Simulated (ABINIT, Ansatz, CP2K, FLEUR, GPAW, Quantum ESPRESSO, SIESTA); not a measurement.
## One structure in several programs: Te2Au (C2/m, 3 atoms in the cell)

Self-consistent single point.

```
Te2Au
1.0
    3.62209    -2.10455     0.00000
    3.62209     2.10455     0.00000
   -0.01077     0.00000     5.19449
Te Au
2 1
Cartesian
  2.30539   0.00000   1.50183
  4.92801   0.00000   3.69266
  0.00000   0.00000   0.00000
```

All programs got the same cell, k-point mesh and kind of occupations (in Ansatz's words: kpoints.mp_grid.grid = 7 7 5; scf.occupations.method = gaussian; scf.occupations.width = 0.1 eV); potentials, basis and cutoffs are each program's usual ones.

| code | model | pressure (GPa) | largest force (eV/Å) | k-points | cutoff |
|---|---|---|---|---|---|
| CP2K | PBEsol, GPW, DZVP-MOLOPT-SR-GTH basis, GTH-PBE potentials (GTH_POTENTIALS) | 0.99 | 0.272 | 123 | grid 500 Ry |
| Quantum ESPRESSO | PBEsol, GBRV 1.5 ultrasoft (PBESOL) pseudopotentials | -2.37 | 0.101 | 72 | 40 Ry |
| GPAW | PBEsol, GPAW PAW datasets PBEsol (made by gpaw-setup) | -2.80 | 0.071 | 72 | 600 eV |
| SIESTA | GGA PBEsol, numerical atomic orbitals DZP, PseudoDojo PBEsol standard norm-conserving potentials (rewritten from UPF to PSML) | -2.30 | 0.235 | 123 | grid 300 Ry |
| Ansatz | PBEsol, PAW files made with PBE | -2.65 | 0.093 | 72 | default |
| ABINIT | PBEsol, norm-conserving pseudopotentials (PseudoDojo nc-sr-04 PBEsol standard) | -2.73 | 0.096 | 72 | 41 Ha |
| FLEUR | PBEsol, all-electron FLAPW (FLEUR), scalar-relativistic valence | – | 0.091 | 72 | Kmax 4.3 1/bohr |

A dash marks a value that a program does not give, or that is left out as unsure.

The spread over the programs that give each value: pressure within 3.79 GPa; largest force within 0.201 eV/Å.

The starting cell comes from a database of computed structures (which also holds hypothetical and non-ambient phases and stackings), without a prior relaxation at this level. On Ansatz's run: Spin-orbit coupling is off.

Why do the programs differ, and what cannot be compared?

Differences of this kind can come from the potentials, where these differ, and from what each basis and cutoff leave unconverged. The valence holds different numbers of electrons (CP2K 23, Quantum ESPRESSO 23, GPAW 23, SIESTA 51, Ansatz (a program for electronic structure) 51, ABINIT 51, FLEUR 49). The zero of total energies and Fermi levels follows the potentials and each program's conventions, so they are not compared here. CP2K and SIESTA use small atom-centred bases, whose incompleteness enters pressures, forces and empty levels differently from a plane-wave cutoff. FLEUR treats all electrons, but the usual bases taken here (sphere radii, linearisation, local orbitals, empty states) were not tested for convergence, so the values are no reference for the others. Ansatz's pressure is given at a fixed set of plane waves, as the other plane-wave codes print theirs; with its correction for the finite basis it is -2.61 GPa. The programs reduce the same mesh by symmetry to different extents, which changes the work and not the result. In the pressure, CP2K (by 3.68) lies more than 1 GPa from the median of the plane-wave programs. In the force vectors, CP2K (by 0.269) and SIESTA (by 0.168) lie more than 0.08 eV/Å from the median of the plane-wave programs.

Left out of this page: Elk (not drawn, or without a comparable value).

Keys are those of Ansatz 0.2.
